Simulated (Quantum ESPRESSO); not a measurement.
Variants of one calculation on Sb3O7 (Imma, 20 atoms in the cell)

```yaml
crystal:
  lattice:
    - [-3.63884, 3.65580, 5.29561]
    - [3.63884, -3.65580, 5.29561]
    - [3.63884, 3.65580, -5.29561]
  atoms:
    - { symbol: Sb, position: [0.00000, 0.50000, 0.50000] }
    - { symbol: Sb, position: [0.50000, 0.50000, 0.00000] }
    - { symbol: Sb, position: [0.50000, 0.50000, 0.50000] }
    - { symbol: Sb, position: [0.50000, 0.00000, 0.00000] }
    - { symbol: Sb, position: [0.50000, 0.00000, 0.50000] }
    - { symbol: Sb, position: [0.00000, 0.00000, 0.00000] }
    - { symbol: O, position: [0.56246, 0.33530, 0.66274] }
    - { symbol: O, position: [0.43754, 0.66470, 0.33726] }
    - { symbol: O, position: [0.17256, 0.89972, 0.83726] }
    - { symbol: O, position: [0.82744, 0.10028, 0.16274] }
    - { symbol: O, position: [0.43754, 0.10028, 0.77284] }
    - { symbol: O, position: [0.56246, 0.89972, 0.22716] }
    - { symbol: O, position: [0.82744, 0.66470, 0.72716] }
    - { symbol: O, position: [0.17256, 0.33530, 0.27284] }
    - { symbol: O, position: [0.81801, 0.06801, 0.75000] }
    - { symbol: O, position: [0.18199, 0.93199, 0.25000] }
    - { symbol: O, position: [0.17498, 0.42498, 0.75000] }
    - { symbol: O, position: [0.82502, 0.57502, 0.25000] }
    - { symbol: O, position: [0.43443, 0.68443, 0.75000] }
    - { symbol: O, position: [0.56557, 0.31557, 0.25000] }
```

Base run A: Quantum ESPRESSO with LDA (PZ), GBRV 1.5 ultrasoft (LDA) pseudopotentials, self-consistent single point.

Its settings: ecutwfc = 40 Ry; ecutrho = 200 Ry; occupations = smearing; smearing = gauss; degauss = 0.00147 Ry; potentials = {Sb: sb_lda_v1.4.uspp.F.UPF, O: o_lda_v1.2.uspp.F.UPF}; K_POINTS = automatic 4 4 4 0 0 0; conv_thr = 1e-10 Ry; mixing_beta = 0.7.

The starting cell comes from a database of computed structures (which also holds hypothetical and non-ambient phases and stackings), without a prior relaxation at this level. In the base run, with a pressure of about -7 GPa the cell is away from its equilibrium volume at this level. The run gives no clean gap (levels at the Fermi energy touch, overlap or are partly filled at this smearing), which alone does not show that the compound is a metal.

Absolute energies have different zeros for different potentials, functionals, Hubbard and dispersion terms and are not compared across them.

Run A gave: pressure (GPa) -7.04; largest force (eV/Å) 0.375.

Runs:
- B: ecutwfc: 40 Ry → 55 Ry; ecutrho: 200 Ry → 440 Ry; pseudopotentials: {Sb: sb_lda_v1.4.uspp.F.UPF, O: o_lda_v1.2.uspp.F.UPF} → {Sb: sb_pbe_v1.4.uspp.F.UPF, O: O.pbe-n-kjpaw_psl.0.1.UPF}; input_dft: default → pbesol [PBEsol]
- C: ecutwfc: 40 Ry → 55 Ry; ecutrho: 200 Ry → 440 Ry; pseudopotentials: {Sb: sb_lda_v1.4.uspp.F.UPF, O: o_lda_v1.2.uspp.F.UPF} → {Sb: sb_pbe_v1.4.uspp.F.UPF, O: O.pbe-n-kjpaw_psl.0.1.UPF}; input_dft: default → blyp [BLYP]

Q: What does run B change against A?

A: The pressure goes from -7.04 to -3.57 GPa and the largest force goes from 0.375 to 0.190 eV/Å.

Q: What does run C change against A?

A: The pressure goes from -7.04 to 5.80 GPa and the largest force goes from 0.375 to 0.252 eV/Å.

| run | pressure (GPa) | largest force (eV/Å) |
|---|---|---|
| A | -7.04 | 0.375 |
| B | -3.57 | 0.190 |
| C | 5.80 | 0.252 |

Left out of this page: 2 runs of the series held back from this collection.
